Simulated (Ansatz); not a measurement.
What Cr → Ti does to SrCrO3

The reference is SrCrO₃ in the cubic perovskite structure (space group Pm-3m, No. 221; a = 3.789 Å; ferromagnetic; a cell from a computed database, its experimental status unchecked).

Now apply this change: every Cr is replaced by Ti; the structure is relaxed again.

Calculations: plane-wave PAW DFT at the PBEsol level (Ansatz, an electronic-structure program, 420 eV), spin-orbit coupling left out. Settings: 9×9×9 k-points, 0.05 eV Fermi–Dirac smearing, for the changed cell.

The volume per atom grows by 0.906 Å³, from 10.88 Å³ to 11.78 Å³ and the density shrinks by 0.56 g/cm³ (5.73 g/cm³ → 5.17 g/cm³). The space group remains Pm-3m (No. 221) and the shortest interatomic distance grows by 0.0512 Å to 1.946 Å. The band gap becomes 1.85 eV (base: zero) and the gap character becomes indirect, R → Γ (base: absent).

No phonon test of stability was made. No Hubbard U is applied and the magnetic state is the run's own (SrCrO3 ferromagnetic); small cells can't hold the antiferromagnetic order that many such compounds have, so gaps and moments can be off. Spin-polarised in the final run: base; the other runs are not. Many cubic perovskites are stable only at high temperature; tilts and polar distortions were not tested.
